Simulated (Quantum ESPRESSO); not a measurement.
Quantum ESPRESSO is run on Al (Fm-3m, 1 atom in the cell), and the run fails. The aim is a self-consistent single point with DFT, PBE, plane waves, PSlibrary ultrasoft (PBE) pseudopotentials.

Input:

```fortran
&CONTROL
  calculation = 'scf',
  prefix = 'Al',
  outdir = './tmp/',
  pseudo_dir = './',
  tprnfor = .true.,
  tstress = .true.,
/
&SYSTEM
  ibrav = 2,
  A = 4.099514000,
  nat = 1,
  ntyp = 1,
  ecutwfc = 35,
  ecutrho = 210,
  occupations = 'smearing',
  smearing = 'methfessel-paxton',
  degauss = 0.0073499,
/
&ELECTRONS
  conv_thr = 1.0e-11,
  electron_maxstep = 2,
  mixing_beta = 0.4,
/
ATOMIC_SPECIES
Al    26.9815  Al.pbe-n-rrkjus_psl.1.0.0.UPF
ATOMIC_POSITIONS {crystal}
Al    0.000000000    0.000000000    0.000000000
K_POINTS {automatic}
14 14 14  0 0 0
```

Output (repeated stretches shortened):

```
     Self-consistent Calculation

     iteration #  1     ecut=    35.00 Ry     beta= 0.40

     Threshold (ethr) on eigenvalues was too large:
     Diagonalizing with lowered threshold

     total energy              =      -5.03885838 Ry
     estimated scf accuracy    <       0.00562161 Ry

     iteration #  2     ecut=    35.00 Ry     beta= 0.40

     total energy              =      -5.03843008 Ry
     estimated scf accuracy    <       0.00188829 Ry
     End of self-consistent calculation

     convergence NOT achieved after   2 iterations: stopping

   JOB DONE.
```

Task: What is wrong, and how is it fixed?

Result: The fault is an iteration limit that is too low. The loop is cut before its threshold is met, so whatever is printed at the end is not self-consistent. To fix it, raise the limit, or leave it to the default. The run ended unconverged after 2 iterations.

An input that runs soundly differs in these lines (not the only fix; some lines may just follow from the change or write a value another way):
```diff
-  electron_maxstep = 2,
```

With that input, the run converged in 7 iterations: free energy E − TS -68.5519 eV; Fermi level (on the code's own zero) 7.44 eV; pressure -3.38 GPa (DFT, PBE, plane waves, PSlibrary ultrasoft (PBE) pseudopotentials).

On the sound input: the starting cell comes from a database of computed structures (which also holds hypothetical and non-ambient phases and stackings), without a prior relaxation at this level. Its lattice was rescaled by a random factor within 2.5 % of one. With a pressure of about -3 GPa the cell is away from its equilibrium volume at this level.
